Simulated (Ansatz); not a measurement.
**CoSi: pressure 15 GPa**

Consider CoSi (space group P2_13, No. 198; a = 4.383 Å; non-magnetic).

Perturbation: a hydrostatic pressure of 15 GPa.

Calculations: DFT with r2SCAN, PAW potentials and a 500 eV plane-wave cutoff in Ansatz (a program for electronic structure), no spin-orbit coupling. Settings: 11×11×11 k-points, 0.05 eV Fermi–Dirac smearing.

```json
[
 {"quantity": "volume per atom", "base": "10.53 Å³", "changed": "9.97 Å³", "shift": "-0.551 Å³"},
 {"quantity": "density", "base": "6.86 g/cm³", "changed": "7.24 g/cm³", "shift": "+0.38 g/cm³"},
 {"quantity": "lattice parameter a", "base": "4.383 Å", "changed": "4.305 Å", "shift": "-0.078 Å"},
 {"quantity": "shortest interatomic distance", "base": "2.292 Å", "changed": "2.259 Å", "shift": "-0.0337 Å"},
 {"quantity": "enthalpy H = E + PV relative to the base's energy", "base": "–", "changed": "+0.96 eV/atom", "shift": "–"},
 {"quantity": "band gap", "base": "zero", "changed": "zero", "shift": "–"}
]
```

Load acts through the strain it causes; cell and atoms are relaxed under it. Whether these cells are dynamically stable was not tested. Competing high-pressure phases were not computed. Seeded moments were not kept for the base. All final runs are without spin polarisation. The zero or small gap of CoSi can change with the level of theory.
